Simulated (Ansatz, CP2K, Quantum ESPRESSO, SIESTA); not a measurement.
One structure in several programs: SnP3 (P1, 8 atoms in the cell)

Self-consistent single point, at a second geometry (atoms moved at random). First geometry:

```
CELL_PARAMETERS angstrom
      3.77964     2.18218     3.69964
     -3.77964     2.18218     3.69964
      0.00000    -4.36435     3.69964
ATOMIC_POSITIONS crystal
  Sn 0.74595 0.74595 0.74595
  Sn 0.25405 0.25405 0.25405
  P  0.20089 0.20089 0.74082
  P  0.79910 0.79910 0.25918
  P  0.74082 0.20089 0.20089
  P  0.25918 0.79910 0.79910
  P  0.20089 0.74082 0.20089
  P  0.79910 0.25918 0.79910
```

Second geometry:
```
SnP3
1.0
    3.77964     2.18218     3.69964
   -3.77964     2.18218     3.69964
    0.00000    -4.36435     3.69964
Sn P
2 6
Direct
  0.73926   0.75524   0.75235
  0.25514   0.25167   0.26749
  0.19839   0.20219   0.73115
  0.80050   0.79035   0.25829
  0.74041   0.20962   0.19936
  0.25375   0.80532   0.78964
  0.20472   0.73425   0.20709
  0.80783   0.25136   0.79463
```

Shared settings, as Ansatz (a first-principles code) writes them: kpoints.mp_grid.grid = 4 4 4; scf.occupations.method = gaussian; scf.occupations.width = 0.1 eV. Potentials and cutoffs stand in the table.

```json
[
 {"code": "CP2K", "model": "PBEsol, GPW, DZVP-MOLOPT-SR-GTH basis, GTH-PBE potentials (GTH_POTENTIALS)", "ΔF from the first geometry (meV/atom)": "23.3", "pressure (GPa)": "-4.14", "largest force (eV/Å)": "0.981", "cutoff": "grid 400 Ry"},
 {"code": "Quantum ESPRESSO", "model": "PBEsol, GBRV 1.5 ultrasoft (PBESOL) pseudopotentials", "ΔF from the first geometry (meV/atom)": "22.7", "pressure (GPa)": "-6.00", "largest force (eV/Å)": "1.012", "cutoff": "40 Ry"},
 {"code": "SIESTA", "model": "GGA PBEsol, numerical atomic orbitals DZP, PseudoDojo PBEsol standard norm-conserving potentials (rewritten from UPF to PSML)", "ΔF from the first geometry (meV/atom)": "21.9", "pressure (GPa)": "-5.50", "largest force (eV/Å)": "0.926", "cutoff": "grid 300 Ry"},
 {"code": "Ansatz", "model": "PBEsol, PAW files made with PBE", "ΔF from the first geometry (meV/atom)": "22.7", "pressure (GPa)": "-5.94", "largest force (eV/Å)": "1.008", "cutoff": "default"}
]
```

Size of the force on each atom (eV/Å): Sizes of forces hide their directions.

```tsv
code	Sn1	Sn2	P3	P4	P5	P6	P7	P8
CP2K	0.471	0.766	0.798	0.804	0.981	0.644	0.868	0.801
Quantum ESPRESSO	0.445	0.639	0.650	0.893	1.012	0.668	0.909	0.745
SIESTA	0.457	0.734	0.796	0.731	0.926	0.627	0.797	0.814
Ansatz	0.441	0.641	0.650	0.889	1.008	0.666	0.906	0.744
```

No clean gap comes from CP2K, Quantum ESPRESSO, SIESTA and Ansatz: levels at the Fermi energy touch, overlap or are partly filled at this smearing.

The spread over the programs that give each value: ΔF from the first geometry within 1.4 meV/atom; pressure within 1.86 GPa; largest force within 0.086 eV/Å.

CP2K and SIESTA use small atom-centred bases, whose incompleteness enters pressures, forces and empty levels differently from a plane-wave cutoff. Ansatz's pressure is given at a fixed set of plane waves, as the other plane-wave codes print theirs. In the pressure, CP2K (by 1.83) lies more than 1 GPa from the median of the plane-wave programs. In the force vectors, CP2K (by 0.197) and SIESTA (by 0.266) lie more than 0.08 eV/Å from the median of the plane-wave programs.

The starting cell comes from a database of computed structures (which also holds hypothetical and non-ambient phases and stackings), without a prior relaxation at this level. Its lattice was rescaled by a random factor within 2.5 % of one. For this run, on top of that: atoms moved at random.

Keys are those of Ansatz 0.2.
